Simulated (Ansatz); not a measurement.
The structure below was relaxed with PBEsol/PAW in Ansatz (an electronic-structure program), no spin-orbit coupling.

Space group Fm-3m (No. 225); a = b = c = 9.754 Å, α = β = γ = 90.00°

```
atom  site  symmetry       x       y       z
----  ----  --------  ------  ------  ------
K       8c      -43m  0.2500  0.2500  0.2500
Cd      4a      m-3m  0.0000  0.0000  0.0000
Cl     24e      4m.m  0.0000  0.0000  0.2559
```

### Question
Write out a cell with all atoms.

### Answer
```
K2CdCl6
1.0
    9.75390     0.00000     0.00000
    0.00000     9.75390     0.00000
    0.00000     0.00000     9.75390
K Cd Cl
8 4 24
Direct
  0.25000   0.25000   0.75000
  0.25000   0.75000   0.75000
  0.25000   0.75000   0.25000
  0.25000   0.25000   0.25000
  0.75000   0.25000   0.25000
  0.75000   0.75000   0.25000
  0.75000   0.75000   0.75000
  0.75000   0.25000   0.75000
  0.00000   0.00000   0.00000
  0.00000   0.50000   0.50000
  0.50000   0.00000   0.50000
  0.50000   0.50000   0.00000
  0.00000   0.00000   0.74407
  0.50000   0.00000   0.75593
  0.74407   0.00000   0.00000
  0.25593   0.00000   0.00000
  0.50000   0.24407   0.00000
  0.50000   0.75593   0.00000
  0.00000   0.50000   0.24407
  0.50000   0.50000   0.25593
  0.74407   0.50000   0.50000
  0.25593   0.50000   0.50000
  0.50000   0.74407   0.50000
  0.50000   0.25593   0.50000
  0.50000   0.00000   0.24407
  0.00000   0.00000   0.25593
  0.24407   0.00000   0.50000
  0.75593   0.00000   0.50000
  0.00000   0.24407   0.50000
  0.00000   0.75593   0.50000
  0.50000   0.50000   0.74407
  0.00000   0.50000   0.75593
  0.24407   0.50000   0.00000
  0.75593   0.50000   0.00000
  0.00000   0.74407   0.00000
  0.00000   0.25593   0.00000
```
This is the conventional cell.

Whether these cells are dynamically stable was not tested. All final runs are without spin polarisation. The cell was made from K2SnCl6 by this change: Sn → Cd; the result is a hypothetical phase, not in the database extracts checked.
